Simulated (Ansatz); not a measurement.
Take TiSi2 (space group Cmcm, No. 63) as the base.

```
CELL_PARAMETERS angstrom
      1.77307    -6.78170     0.00000
      1.77307     6.78170     0.00000
      0.00000     0.00000     3.57984
ATOMIC_POSITIONS crystal
  Si 0.94083 0.05917 0.75000
  Si 0.05917 0.94083 0.25000
  Si 0.25028 0.74972 0.75000
  Si 0.74972 0.25028 0.25000
  Ti 0.60319 0.39681 0.75000
  Ti 0.39681 0.60319 0.25000
```

Cartesian axes are those of the cell as printed.

Level of theory: PBE (Ansatz, a first-principles code; PAW; 420 eV plane waves; no spin-orbit coupling).

Before the change:

```
Item                            Result
-----------------------------  -------
Shortest interatomic distance  2.404 Å
Band gap                          zero
```

One thing is altered: uniaxial stress, 2 GPa tension along z; all other stress components relax to zero.

### Question
Predict the new energy relative to the base.

### Answer
The energy increases by 0.7 meV/atom.

### Question
What does the calculation give for the shortest interatomic distance after the change?

### Answer
The shortest interatomic distance rises by 0.006 Å, from 2.404 Å to 2.410 Å.

### Question
Estimate the effect on the band gap.

### Answer
The band gap is still zero.

Without a gap, meshes like the base's 14×14×13 leave anisotropic stresses uncertain by several tenths of a GPa, and small strain energies with them. Load acts through the strain it causes; cell and atoms are relaxed under it. Beyond what the load breaks, stability against distortions was not tested. The final runs are not spin-polarised.
